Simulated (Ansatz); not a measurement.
Results of PBE0 in Ansatz (PAW) for L1₀ (CuAu-type) CuAu.

The input as run:

Ansatz 0.2 input:
```yaml
crystal:
  lattice:
    - [2.9015227829, 0.0, 0.0]
    - [0.0, 2.9015227829, 0.0]
    - [0.0, 0.0, 3.5219643509]
  atoms:
    - { symbol: Cu, position: [0.0, 0.0, 0.0] }
    - { symbol: Au, position: [0.5, 0.5, 0.5] }
basis:
  ecutwfc: 460
  ecutrho_ratio: 4
  xc_grid: 2
kpoints:
  mp_grid: { grid: [10, 10, 8] }
hamiltonian:
  xc: pbe0
  dispersion: none
  pseudopotentials: { kind: paw }
scf:
  occupations: { method: fermi_dirac, width: 0.05 }
  convergence: { dr2_threshold: 0.0000000002 }
output:
  forces: true
  stress: true
  eigenvalues: true
```

From the output:

```
WARN output.stress: scf.exx.energy_threshold = 1e-6 eV is looser than the 2e-8 eV advised for a stress under a hybrid functional (1e-8 eV for each atom of the …
Crystal: 2 atoms, lattice volume = 29.651 Å³
Basis set: ecut = 460 eV, 653 PW (Γ), exchange–correlation on 48×48×50 points (8 copies of the dense FFT grid, shifted against one another)
Bands: 23, of which v1, the nominal top of the filled ones, is band 19 counted from 1 (18 counted from 0)
Symmetry: 16 space group operations
Space group: P4/mmm (ITA 123), of the structure as read, at distance tolerance 3.1e-5 Å
k-points: 105 of 800
Functional: x = pbe(κ = 0.804, μ = 0.2195149727645171), c = pbe(β = 0.06672455060314922), warm-up for x = 0.75 pbe(κ = 0.804, μ = 0.2195149727645171) + 0.25 exact, c = pbe(β = 0.06672455060314922)
SCF iter   1: F=—  HF=-19774.615440 eV  |F-HF|=—  |Δ(HF+E_count)|=         —  Δρ=3.75e-3  dr2=2.50e-3
SCF iter   2: F=—  HF=-19774.614996 eV  |F-HF|=—  |Δ(HF+E_count)|=   4.44e-4  Δρ=1.44e-3  dr2=3.27e-4
  ...
SCF 1 converged in 9 iterations: F = -19774.614953 eV  dr2 = 1.46e-10
Crystal: 2 atoms, lattice volume = 29.651 Å³
Initial density: handed on by an earlier stage of this run
Functional: x = 0.75 pbe(κ = 0.804, μ = 0.2195149727645171) + 0.25 exact, c = pbe(β = 0.06672455060314922)
SCF 2 converged in 10 iterations: F = -19773.813678 eV  dr2 = 2.22e-11
Crystal: 2 atoms, lattice volume = 29.651 Å³
Crystal: 2 atoms, lattice volume = 29.651 Å³
SCF iter  11: F=—  HF=-19773.838010 eV  |F-HF|=—  |Δ(HF+E_count)|=  4.77e-10  Δρ=1.21e-6  dr2=3.19e-10
SCF iter  12: F=-19773.838010 eV  HF=-19773.838010 eV  |F-HF|=2.18e-11  |Δ(HF+E_count)|=  5.46e-11  Δρ=3.11e-7  dr2=2.49e-11
SCF 4 converged in 12 iterations: F = -19773.838010 eV  dr2 = 2.49e-11
Free energy (F): -19773.838009 eV
Internal energy: -19773.837164 eV  (E = F + TS)
E sigma→0 (E₀):  -19773.837587 eV
Fermi energy:    18.031666 eV
--- Forces (eV/Å), atoms counted from 1 ---
  atom   1  Cu     0.00000000     0.00000000     0.00000000
  atom   2  Au     0.00000000     0.00000000     0.00000000
--- Stress (GPa, compression-positive) ---
       -0.010880       0.000000       0.000000
        0.000000      -0.010880       0.000000
        0.000000       0.000000       0.037456
  P = ⅓ Tr σ = 0.0052 GPa (0.052 kbar)
```

The PAW data were made under PBE.

Note: the run has no spin polarisation, so it can have missed a magnetic state. Note: the run warned that the count of filled bands differs between k points.

The result took around 5 core-minutes (rough).

Ansatz is a first-principles code.
